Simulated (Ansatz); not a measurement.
# Ansatz run on K3Pd (P4mm, 4 atoms in the cell): self-consistent single point

Method: PBEsol, default PAW files made with PBE (plane waves; Ansatz, a program for electronic structure).

Input:

Ansatz 0.2 input:
```yaml
crystal:
  lattice:
    - [5.417785, 0.000000, 0.000000]
    - [0.000000, 5.417785, 0.000000]
    - [0.000000, 0.000000, 5.417785]
  atoms:
    - { symbol: K, position: [0.500000, 0.500000, 0.009229] }
    - { symbol: K, position: [0.000000, 0.500000, 0.500000] }
    - { symbol: K, position: [0.500000, 0.000000, 0.500000] }
    - { symbol: Pd, position: [0.000000, 0.000000, 0.000000] }
basis:
  ecutwfc: 420.0 eV
kpoints:
  mp_grid: { grid: [6, 6, 6] }
hamiltonian:
  xc: pbesol
  pseudopotentials: { kind: paw }
scf:
  occupations: { method: fermi_dirac, width: 0.1 eV }
output:
  forces: true
  eigenvalues: true
  stress: true
```

Output, abridged:

```
WARN ansatz: RAYON_NUM_THREADS=1 ignored (pool sized by the plan → 1); use --threads N
Pseudopotentials: kind: paw
Pseudopotential: K, paw, valence charge 9
Pseudopotential: Pd, paw, valence charge 18
Crystal: 4 atoms, lattice volume = 159.025 Å³
Basis set: ecut = 420 eV, 3071 PW (Γ), exchange–correlation on 80×80×80 points (8 copies of the dense FFT grid, shifted against one another)
Bands: 27, of which v1, the nominal top of the filled ones, is band 23 counted from 1 (22 counted from 0)
Symmetry: 8 space group operations
Space group: P4mm (ITA 99), of the structure as read, at distance tolerance 5.4e-5 Å
k-points: 40 of 216 (time reversal used)
PAW frozen core: K, regenerated for the run's functional, and the local potential with it
PAW frozen core: Pd, regenerated for the run's functional, and the local potential with it
Initial density: superposition of atomic densities (neutral atoms: chi_scale 0, normalization atom), corrected by the library's trained network
Initial wavefunctions: pseudopotential atomic-orbital guess
Eigensolver: davidson
Functional: x = pbesol(κ = 0.804, μ = 0.12345679012345678), c = pbesol(β = 0.046)
SCF iter   1: F=—  HF=-11453.590701 eV  |F-HF|=—  |Δ(HF+E_count)|=         —  Δρ=2.52e-3  dr2=2.09e-2  ethr=1.77e-3  ⟨swp⟩=6.3  Hψ=4613  notcnv=0
all-band conjugate gradients solve this SCF's bands
preconditioner: auto → Kerker (q_TF=auto, 2.211 Å⁻¹)
SCF iter   2: F=—  HF=-11453.589287 eV  |F-HF|=—  |Δ(HF+E_count)|=   1.41e-3  Δρ=1.49e-3  dr2=6.16e-3  ethr=4.64e-5  ⟨swp⟩=1.3  Hψ=1429  notcnv=0
SCF iter   3: F=—  HF=-11453.588579 eV  |F-HF|=—  |Δ(HF+E_count)|=   7.08e-4  Δρ=8.45e-4  dr2=3.94e-3  ethr=1.37e-5  ⟨swp⟩=2.0  Hψ=1289  notcnv=0
SCF iter   4: F=—  HF=-11453.587924 eV  |F-HF|=—  |Δ(HF+E_count)|=   6.55e-4  Δρ=3.09e-4  dr2=3.76e-4  ethr=8.75e-6  ⟨swp⟩=2.0  Hψ=1301  notcnv=0
SCF iter   5: F=—  HF=-11453.587853 eV  |F-HF|=—  |Δ(HF+E_count)|=   7.09e-5  Δρ=7.18e-5  dr2=9.64e-6  ethr=8.36e-7  ⟨swp⟩=2.2  Hψ=1550  notcnv=0
SCF iter   6: F=—  HF=-11453.587861 eV  |F-HF|=—  |Δ(HF+E_count)|=   7.38e-6  Δρ=2.00e-5  dr2=1.15e-6  ethr=2.14e-8  ⟨swp⟩=2.0  Hψ=1581  notcnv=0
SCF iter   7: F=-11453.587861 eV  HF=-11453.587861 eV  |F-HF|=3.79e-8  |Δ(HF+E_count)|=   2.09e-7  Δρ=5.16e-6  dr2=6.54e-8  ethr=2.22e-10  ⟨swp⟩=4.0  Hψ=4106  notcnv=0
SCF 1 converged in 7 iterations: F = -11453.587861 eV  dr2 = 6.54e-8
SCF converged after 7 iterations
Free energy (F): -11453.587861 eV
Harris-Foulkes:  -11453.587861 eV  (|F-HF|=3.79e-8)
Internal energy: -11453.514176 eV  (E = F + TS)
E sigma→0 (E₀):  -11453.551019 eV
Entropy (-TS):   -0.073685 eV (-18.421 meV/atom)
Fermi energy:    4.722584 eV
--- Per-component energies (eV) ---
  E_band       = -718.851727
  E_kinetic    = 1275.515478
  E_local      = -5240.140027  (includes V_loc(G=0)·N_el)
  E_nonlocal   = 262.891809
  E_hartree    = 2050.796232
  E_xc         = -563.987758
  E_vxc        = -696.621378  (∫ρ·V_xc dr)
  E_paw        = -5972.710908  (= ΣΔE_a)
  E_vpaw       = -422.089453  (= ΣTr[D̂ρ^β])
  E_aug_tail   = 0.000196  (compensation charges beyond the density's cutoff)
  E_ewald      = -3266.505378
  E_core_change = 0.626180  (= ΣΔE_core)
  E_smearing   = -0.073685  (= −TS)
  E_closure    = -0.000000  (closes the sum)
  Σ components = -11453.587861   (vs F -11453.587861, Δ=0.00e0)
--- Forces (eV/Å), atoms counted from 1 ---
  atom   1  K     -0.00000000     0.00000000    -0.08370283
  atom   2  K      0.00000000     0.00000000     0.03453251
  atom   3  K     -0.00000000     0.00000000     0.03453251
  atom   4  Pd    -0.00000000     0.00000000     0.01464471
  max |Σ_I F_I| component: 6.91e-6 eV/Å
--- Stress (GPa, compression-positive) ---
       -0.610171       0.000000       0.000000
        0.000000      -0.610171       0.000000
        0.000000       0.000000      -0.616200
  P = ⅓ Tr σ = -0.6122 GPa (-6.122 kbar)
  The stress holds the Pulay correction. Without it, at fixed plane waves, as pw.x and ABINIT print it: P = -0.6154 GPa
--- Band table (eV; the first three rows and the last of 40) ---
  k-point 0: bands = ["-77.9082", "-43.6974", "-43.6973", "-43.6973", "-26.8314", "-26.7752", "-26.7746", "-10.5678", "-10.5678", "-10.5678", "-10.2837", "-10.2837", "-10.2831", "-10.2354", "-10.2353", "-10.2353", "1.9229", "3.4233", "3.4234", [...]
  k-point 1: bands = ["-77.9082", "-43.6974", "-43.6973", "-43.6973", "-26.8281", "-26.7785", "-26.7745", "-10.5575", "-10.5575", "-10.5518", "-10.2884", "-10.2884", "-10.2851", "-10.2580", "-10.2415", "-10.2415", "2.0944", "3.4443", "3.4570", [...]
  k-point 2: bands = ["-77.9082", "-43.6974", "-43.6973", "-43.6973", "-26.8194", "-26.7870", "-26.7745", "-10.5342", "-10.5342", "-10.5094", "-10.3139", "-10.3035", "-10.3035", "-10.2891", "-10.2509", "-10.2509", "2.5694", "3.4858", "3.5331", [...]
  k-point 39: bands = ["-77.9082", "-43.6974", "-43.6973", "-43.6973", "-26.7940", "-26.7929", "-26.7929", "-10.7533", "-10.4574", "-10.4574", "-10.4564", "-10.3248", "-10.3248", "-10.1819", "-10.1819", "-10.1816", "3.4316", "3.4316", "3.4316", [...]
```

The run converged in 7 iterations.

The starting cell comes from a database of computed structures (which also holds hypothetical and non-ambient phases and stackings), without a prior relaxation at this level. Its lattice was rescaled by up to half a per cent. One atom was moved a little off its site on purpose. Spin polarisation is off. Ansatz's pressure includes its estimate of the finite-basis (Pulay) stress.
